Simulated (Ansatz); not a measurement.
The reference is Os in the hcp (Mg type) structure (space group P6_3/mmc, No. 194; relaxed with 0.1 eV smearing).

```xyz
2
Lattice="2.7290 0.0000 0.0000 -1.3645 2.3634 0.0000 0.0000 0.0000 4.3091" Properties=species:S:1:pos:R:3 pbc="T T T"
Os     1.3645     0.7878     3.2318
Os     0.0000     1.5756     1.0773
```

Cartesian axes are those of the cell as printed.

Method: DFT with PBEsol, PAW potentials and a 420 eV plane-wave cutoff in Ansatz (a program for electronic structure), spin-orbit coupling left out.

One thing is altered: uniaxial strain ε_xx = −1.00 %, all other strain components held at zero, atoms relaxed at fixed cell.

Predict the stress tensor and what it implies for the stiffness.

Stress of the strained cell less that of the base (GPa, compression positive):
```
    8.2     0.0     0.0
    0.0     2.5     0.0
    0.0     0.0     2.4
```

Then −Δσ_ii/ε with ε = -0.0100 gives relaxed-ion elastic constants: C11 ≈ 825 GPa, C12 ≈ 247 GPa and C13 ≈ 244 GPa.

Stability against distortions was not tested. The final runs are not spin-polarised.
